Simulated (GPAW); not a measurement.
**A self-consistent single point of BP (P6_3mc, 4 atoms in the cell) with GPAW**

Method of the run: LDA (Perdew-Wang 92), GPAW PAW datasets LDA (gpaw-data 1.0.1) (plane waves; GPAW 25.7.0).

Input:

```python
from ase import Atoms
from ase.units import GPa
from gpaw import GPAW

atoms = Atoms(['B', 'B', 'P', 'P'],
              cell=[[3.188320, 0.000000, 0.000000],
                    [-1.594160, 2.761166, 0.000000],
                    [0.000000, 0.000000, 5.290070]],
              scaled_positions=[[0.666667, 0.333333, 0.500410],
                                [0.333333, 0.666667, 0.000410],
                                [0.666667, 0.333333, 0.874590],
                                [0.333333, 0.666667, 0.374590]],
              pbc=True)

calc = GPAW(mode={'name': 'pw', 'ecut': 900},
            xc='LDA',
            kpts={'size': (10, 10, 5), 'gamma': True},
            occupations={'name': 'fixed-uniform'},
            nbands=-6,
            convergence={'density': 1e-05, 'bands': -4},
            symmetry={'symmorphic': False, 'tolerance': 0.0005},
            maxiter=150)

atoms.calc = calc

energy = atoms.get_potential_energy()
print('Energy (eV):', round(energy, 6))
forces = atoms.get_forces()
print('Forces (eV/Ang):')
print(forces.round(5))
stress = atoms.get_stress()
print('Stress (GPa, Voigt):', (stress / GPa).round(4))
```

Output, abridged:

```
Input parameters:
  convergence: {bands: -4,
                density: 1e-05}
  kpts: {gamma: True,
         size: (10, 10, 5)}
  maxiter: 150
  mode: {ecut: 900,
         name: pw}
  nbands: -6
  occupations: {name: fixed-uniform}
  symmetry: {symmorphic: False,
             tolerance: 0.0005}

species:
  B:
    name: Boron
    Z: 5.0
    valence: 3
    core: 2
    charge: 0.0
    file: B.LDA.gz

    # Using partial waves for B as LCAO basis

  P:
    name: Phosphorus
    Z: 15.0
    valence: 5
    core: 10
    charge: 0.0
    file: P.LDA.gz

    # Using partial waves for P as LCAO basis

Reference energy: -19870.440183  # eV

Spin-paired calculation

Convergence criteria:
 Maximum [total energy] change in last 3 cyles: 0.0005 eV / valence electron
 Maximum integral of absolute [dens]ity change: 1e-05 electrons / valence electron
 Maximum integral of absolute [eigenst]ate change: 4e-08 eV^2 / valence electron
 Maximum number of scf [iter]ations: 150

Symmetries present (total): 12
Symmetries with fractional translations: 6
500 k-points: 10 x 10 x 5 Monkhorst-Pack grid + [1/20,1/20,0.000000]
42 k-points in the irreducible part of the Brillouin zone
       k-points in crystal coordinates                weights
   0:     0.00000000    0.00000000    0.00000000          1/500
   1:     0.00000000    0.00000000    0.20000000          2/500
   2:     0.00000000    0.00000000    0.40000000          2/500
   [... 7 lines left out ...]
          ...
  41:     0.50000000    0.50000000    0.40000000          6/500

Wave functions: Plane wave expansion
  Cutoff energy: 900.000 eV
  Number of coefficients (min, max): 2833, 2874
  Pulay-stress correction: 0.000000 eV/Ang^3 (de/decut=0.000000)

Occupation numbers: # Uniform distribution of occupation numbers

Eigensolver

Densities:
  Coarse grid: 24*24*40 grid
  Fine grid: 48*48*80 grid
  Total Charge: 0.000000

Density mixing:
  Method: separate
  Backend: pulay
  Linear mixing parameter: 0.05
  old densities: 5
  Damping of long wavelength oscillations: 50

Hamiltonian:
  XC and Coulomb potentials evaluated on a 48*48*80 grid
  External potential:
    NoExternalPotential

Number of atoms: 4
Number of atomic orbitals: 16
Number of bands in calculation: 14
Number of valence electrons: 16
Bands to converge: 10

Density initialized from atomic densities
  14 bands from LCAO basis set

Atomic positions and initial magnetic moments

Positions:
   0 B      1.594162    0.920388    2.647204    ( 0.0000,  0.0000,  0.0000)
   1 B     -0.000002    1.840778    0.002169    ( 0.0000,  0.0000,  0.0000)
   2 P      1.594162    0.920388    4.626642    ( 0.0000,  0.0000,  0.0000)
   3 P     -0.000002    1.840778    1.981607    ( 0.0000,  0.0000,  0.0000)

Unit cell:
           periodic     x           y           z      points  spacing
  1. axis:    yes    3.188320    0.000000    0.000000    24     0.1150
  2. axis:    yes   -1.594160    2.761166    0.000000    24     0.1150
  3. axis:    yes    0.000000    0.000000    5.290070    40     0.1323

  Lengths:   3.188320   3.188320   5.290070
  Angles:   90.000000  90.000000 120.000001

Effective grid spacing dv^(1/3) = 0.1264

     iter     time        total  log10-change:
                         energy   eigst   dens
iter:   1 --:--:--   -30.150667   +0.67
iter:   2 --:--:--   -29.918973   -0.68  -0.70
iter:   3 --:--:--   -28.774037   -0.63  -0.73
iter:   4 --:--:--   -28.759057   -2.02  -1.23
iter:   5 --:--:--   -28.754943   -1.67  -1.26
iter:   6 --:--:--   -28.753177c  -1.62  -1.51
iter:   7 --:--:--   -28.751111c  -2.88  -1.52
iter:   8 --:--:--   -28.702327   -2.09  -1.54
iter:   9 --:--:--   -28.702417   -3.65  -2.73
iter:  10 --:--:--   -28.702462c  -4.75  -3.10
iter:  11 --:--:--   -28.702454c  -5.67  -2.93
iter:  12 --:--:--   -28.702383c  -5.23  -2.92
iter:  13 --:--:--   -28.702367c  -5.45  -3.27
iter:  14 --:--:--   -28.702367c  -6.75  -4.09
iter:  15 --:--:--   -28.702367c  -7.40c -4.12
iter:  16 --:--:--   -28.702367c  -7.22  -4.15
iter:  17 --:--:--   -28.702367c  -7.94c -4.43
iter:  18 --:--:--   -28.702367c  -8.78c -4.82
iter:  19 --:--:--   -28.702367c  -9.26c -4.92
iter:  20 --:--:--   -28.702367c  -9.56c -5.02c

Converged after 20 iterations.

Dipole moment: (0.000000, -0.000000, 3.983436) |e|*Ang

Energy contributions relative to reference atoms: (reference = -19870.440183)

Kinetic:        +27.519490
Potential:      -23.814500
External:        +0.000000
XC:             -32.365115
Entropy (-ST):   +0.000000
Local:           -0.042242
SIC:             +0.000000
--------------------------
Free energy:    -28.702367
Extrapolated:   -28.702367

Showing only first 2 kpts
 Kpt  Band  Eigenvalues  Occupancy
  0     6      8.34641    2.00000
  0     7      8.34648    2.00000
  0     8     11.06599    0.00000
  0     9     11.06605    0.00000

  1     6      8.02581    2.00000
  1     7      8.02588    2.00000
  1     8     11.37095    0.00000
  1     9     11.37100    0.00000

Fermi level: 8.87330

Gap: 1.054 eV
Transition (v -> c):
  (s=0, k=0, n=7, [0.00, 0.00, 0.00]) -> (s=0, k=27, n=8, [0.40, 0.30, 0.00])
Direct/indirect transitions are different
Direct gap: 2.720 eV
Transition at: (s=0, k=0, n=7, [0.00, 0.00, 0.00])
Energy (eV): -28.702367

Forces in eV/Ang:
  0 B     0.00000   -0.00000   -0.00351
  1 B     0.00000    0.00000   -0.00351
  2 P     0.00000    0.00000    0.00358
  3 P    -0.00000   -0.00000    0.00358

Stress tensor:
     0.027725     0.000000     0.000000
    -0.000000     0.027725    -0.000000
     0.000000    -0.000000     0.028081
Stress (GPa, Voigt): [ 4.442  4.442  4.499 -0.     0.     0.   ]
```

The run converged in 20 iterations. GPAW prints stress with tension positive.

At such cutoffs GPAW's stress carries a finite-basis (Pulay) error, which enters relaxed cells too; its log prints stress with tension positive.

The starting cell comes from a database of computed structures (which also holds hypothetical and non-ambient phases and stackings), without a prior relaxation at this level. Another mesh or the band path of this cell gives a smaller gap, so this value is not converged in the mesh.

Cost on one core of a shared machine: roughly 50 s.
